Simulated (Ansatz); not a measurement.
The parent structure is CdSe in the wurtzite structure (space group P6_3mc, No. 186; a = 4.248 Å, c = 6.941 Å). Axes: x lies along a and z along c of the hexagonal cell.

Level of theory: LDA/PAW in Ansatz (a quantum-chemistry and plane-wave program), scalar-relativistic without spin-orbit coupling.

Perturbation: the cell is compressed by 1.20 % along z with no lateral relaxation, atoms relaxed at fixed cell.

Q: Predict the stress tensor and what it implies for the stiffness.

A: Stress of the strained cell less that of the base (GPa, compression positive):
```
   0.53    0.00    0.00
   0.00    0.53    0.00
   0.00    0.00    1.10
```

Then −Δσ_ii/ε with ε = -0.0120 gives relaxed-ion elastic constants: C33 ≈ 92 GPa, C13 ≈ 44 GPa and C23 ≈ 44 GPa.

No phonon test of stability was made.
